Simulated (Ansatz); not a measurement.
System: interstitial N in bcc Nb (neutral cell). The step: a concerted move, in which N travels most; the atom moves 1.65 Å along (0.00, 0.00, -0.50) of the unit cell; the moving atom starts with neighbours 2 Nb at 2.02, 4 Nb at 2.24 Å and ends with 2 Nb at 2.02, 4 Nb at 2.24 Å. DFT values are from Ansatz (plane-wave PAW, 420 eV unless said) in a cell of 36 host sites, spin-restricted, static, with no finite-size correction. Sites that were not tried may lie lower. For the PBE band: the saddle point's order was not checked, and it lies on a symmetry element of the cell, where a band can be held.

```tsv
Level	Forward barrier (eV)	Cost of the band or of the saddle's single point
CHGNet universal potential (has no charge state), its own band	0.56	-
PBE, a 2×2×3 k-point mesh shifted by half a step, band relaxed	1.29	roughly 90 core-minutes
PBE, a 3×3×4 k-point mesh shifted by half a step, same geometries	1.23	roughly 7 core-minutes
r2SCAN at 500 eV, a 2×2×3 k-point mesh shifted by half a step, same geometries	1.36	roughly 9 core-minutes
```

Ansatz is a quantum-chemistry and plane-wave program.
